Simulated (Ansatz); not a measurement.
## Pressure series in InPd

Consider InPd in the CsCl type structure (space group Pm-3m, No. 221; a = 3.305 Å).

Cell and atoms are relaxed at each pressure.

The values are results of PBE (Ansatz, an electronic-structure program, PAW, spin-orbit coupling left out), not measurements.

Notes on the quantities. enthalpy: H = E + PV relative to the base's energy.

```
case               lattice parameter a       enthalpy
-----------------  -------------------  -------------
base                          330.5 pm              –
pressure −2 GPa               332.7 pm  -0.23 eV/atom
pressure −1 GPa                      ?  -0.11 eV/atom
pressure 0.9 GPa              329.6 pm  +0.10 eV/atom
pressure 2.1 GPa              328.5 pm  +0.23 eV/atom
pressure 4.5 GPa              326.5 pm  +0.50 eV/atom
pressure 9 GPa                323.2 pm  +0.98 eV/atom
pressure 15 GPa               319.6 pm  +1.60 eV/atom
pressure 22.5 GPa             315.8 pm  +2.35 eV/atom
pressure 30 GPa               312.5 pm  +3.08 eV/atom
```

Q: Fill in the withheld entries from the trend.

A: 
- pressure −1 GPa, lattice parameter a: 331.6 pm

Load acts through the strain it causes; cell and atoms are relaxed under it. Whether these cells are dynamically stable was not tested. No other phases were tried under pressure. The final runs are not spin-polarised.
